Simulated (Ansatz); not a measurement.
Take TiTe₂ in the CdI2 type structure (space group P-3m1, No. 164; a = 3.619 Å, c = 6.226 Å; layered, stacked along the Cartesian z axis; relaxed with 0.1 eV smearing) as the base. Axes: x lies along a and z along c of the hexagonal cell.

Computed with PBEsol-D3(BJ)/PAW in Ansatz (an electronic-structure program), no spin-orbit coupling, earlier PAW set.

Base values:

| Item | Result |
|---|---|
| Shortest interatomic distance | 2.712 Å |

The change: compressive biaxial strain of 0.76 % in the plane normal to [001], as in epitaxy on a mismatched substrate; the out-of-plane cell vector and the atoms relax.

Q: Estimate the effect on the shortest interatomic distance and in-plane stress.

A: The shortest interatomic distance falls by 0.004 Å, from 2.712 Å to 2.708 Å; the mean in-plane stress (compression positive) amounts to +0.9 GPa.

Whether these cells are dynamically stable was not tested. All final runs are without spin polarisation.
